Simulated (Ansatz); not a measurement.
The starting structures come from a database of crystals and need not be the phases stable at ambient conditions.

**Evanescent states of CuI (P6_3mc, wurtzite, not sure to be the ambient phase, 4 atoms a cell, 27.2 Å³ an atom) along the normal of (110)**

The numbers are results of r2SCAN (plane waves, PAW; Ansatz, a first-principles code), not measurements.

The gap is the functional's own. No spin-orbit coupling. Mid-gap values are interpolated on the energy grid.

Energies count from the valence-band top; κ is the least over a 6×4 mesh across the current.

```
E (eV)  κ (1/Å)  where
------  -------  -----
0.05      0.056      Γ
0.15      0.093      Γ
0.25      0.114      Γ
0.35      0.128      Γ
0.45      0.139      Γ
0.55      0.145      Γ
0.65      0.150      Γ
0.75      0.152      Γ
0.85      0.152      Γ
0.95      0.150      Γ
1.05      0.147      Γ
1.15      0.141      Γ
1.25      0.133      Γ
1.35      0.123      Γ
1.45      0.109      Γ
1.55      0.090      Γ
1.65      0.062      Γ
```

Q: How thick must the barrier be to attenuate the transmission by 10^4 when the electrodes' Fermi level lies at 1.45 eV, and what attenuation does that film give at 1.65 eV?

A: d = 4 ln 10 / (2 × 0.109) = 42.2 Å. At 1.65 eV it gives 4 × 0.062/0.109 = 2.3 decades.
